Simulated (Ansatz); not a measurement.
The reference is HgTe in the zinc blende structure (space group F-43m, No. 216; a = 6.5731 Å). Axes: x, y, z lie along the cube axes.

Calculations: r2SCAN (Ansatz, a program for electronic structure), no SOC.

For the base:

- Pressure: 0.0 GPa
- Shortest interatomic distance: 2.846 Å

One thing is altered: the cell is stretched by 0.84 % along x with no lateral relaxation; the atoms relax in the strained cell.

**Question.** What happens to the energy relative to the base?

**Answer.** The energy increases by 0.4 meV/atom.

**Question.** Estimate the effect on the pressure.

**Answer.** The pressure (mean of the normal stresses, compression positive) goes from zero to -0.3 GPa.

**Question.** Predict the new shortest interatomic distance.

**Answer.** The shortest interatomic distance increases by 0.008 Å (2.846 Å → 2.854 Å).

A case with no gap was solved on a k-mesh chosen for an insulator, which is coarse for it. Whether these cells are dynamically stable was not tested. All final runs are without spin polarisation.
